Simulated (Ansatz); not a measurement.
Start from a 12-atom supercell of WS₂ in the 2H-MoS2 type structure (space group P6_3/mmc, No. 194; a = 3.154 Å, c = 12.141 Å; layered, stacked along the Cartesian z axis) at its relaxed geometry.

(Cell as relaxed with PBE-D3(BJ).)

Levels (all Ansatz, an electronic-structure program, PAW, earlier PAW set): PBE-D3(BJ) (420 eV, scalar-relativistic without spin-orbit coupling); PBEsol-D3(BJ) (420 eV, no SOC).

Each level relaxes its own structure.

The change: one W atom is removed, atoms relaxed at fixed cell, starting from a slightly rattled geometry.

| quantity | PBE-D3(BJ) | PBEsol-D3(BJ) |
|---|---|---|
| pressure | 1.5 GPa | … |
| largest displacement of a host atom from its site in the perfect cell | 0.78 Å | … |

Q: Predict the PBEsol-D3(BJ) column.

A: 
- pressure, PBEsol-D3(BJ): 1.1 GPa
- largest displacement of a host atom from its site in the perfect cell, PBEsol-D3(BJ): 0.73 Å

PBE-D3(BJ)'s pressure lies 0.4 GPa above PBEsol-D3(BJ)'s; PBE-D3(BJ)'s largest displacement of a host atom from its site in the perfect cell lies 0.05 Å above PBEsol-D3(BJ)'s. Neither level is exact; PBEsol-D3(BJ) is the comparison here, not a measurement.

Other magnetic orders, which the real material may have, were not ruled out. In so small a cell the defect repeats every few ångströms: this is an ordered compound, not a dilute defect. Seeded moments were not kept for W vacancy.
